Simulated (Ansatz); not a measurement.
## Ir, response to strain

Base system: Ir in the fcc (Cu type) structure (space group Fm-3m, No. 225; a = 3.812 Å; relaxed with 0.1 eV smearing). Axes: x, y, z lie along the cube axes.

Strains are applied to the cell and any free atomic positions relax; under biaxial strain the out-of-plane vector relaxes too.

All numbers come from LDA, PAW, 420 eV (Ansatz, a first-principles code; without spin-orbit coupling).

Notes on the quantities. energy relative to the base: free energy F.

```json
[
 {"variant": "base", "ratio −ε⊥/ε∥": "–", "energy relative to the base": "0 meV/atom", "shortest interatomic distance": "2.695 Å"},
 {"variant": "biaxial strain −1.67 %, plane normal [111], relaxed out of plane", "ratio −ε⊥/ε∥": "0.54", "energy relative to the base": "+23 meV/atom", "shortest interatomic distance": "2.650 Å"},
 {"variant": "biaxial strain −1.25 %, plane normal [111], relaxed out of plane", "ratio −ε⊥/ε∥": "0.54", "energy relative to the base": "?", "shortest interatomic distance": "2.662 Å"},
 {"variant": "biaxial strain −0.83 %, plane normal [111], relaxed out of plane", "ratio −ε⊥/ε∥": "0.53", "energy relative to the base": "+5.5 meV/atom", "shortest interatomic distance": "2.673 Å"},
 {"variant": "biaxial strain +0.42 %, plane normal [111], relaxed out of plane", "ratio −ε⊥/ε∥": "–", "energy relative to the base": "+1.3 meV/atom", "shortest interatomic distance": "2.695 Å"},
 {"variant": "biaxial strain +0.83 %, plane normal [111], relaxed out of plane", "ratio −ε⊥/ε∥": "0.53", "energy relative to the base": "+5.1 meV/atom", "shortest interatomic distance": "2.695 Å"},
 {"variant": "biaxial strain +1.25 %, plane normal [111], relaxed out of plane", "ratio −ε⊥/ε∥": "0.52", "energy relative to the base": "?", "shortest interatomic distance": "2.695 Å"},
 {"variant": "biaxial strain +1.67 %, plane normal [111], relaxed out of plane", "ratio −ε⊥/ε∥": "0.52", "energy relative to the base": "+20 meV/atom", "shortest interatomic distance": "2.695 Å"},
 {"variant": "biaxial strain +2.08 %, plane normal [111], relaxed out of plane", "ratio −ε⊥/ε∥": "0.52", "energy relative to the base": "+31 meV/atom", "shortest interatomic distance": "2.695 Å"},
 {"variant": "biaxial strain +2.50 %, plane normal [111], relaxed out of plane", "ratio −ε⊥/ε∥": "0.52", "energy relative to the base": "+44 meV/atom", "shortest interatomic distance": "2.695 Å"}
]
```

### Question
What belongs in the blanks?

### Answer

- biaxial strain −1.25 %, plane normal [111], relaxed out of plane, energy relative to the base: +13 meV/atom
- biaxial strain +1.25 %, plane normal [111], relaxed out of plane, energy relative to the base: +11 meV/atom

No phonon test of stability was made. The final runs are not spin-polarised.
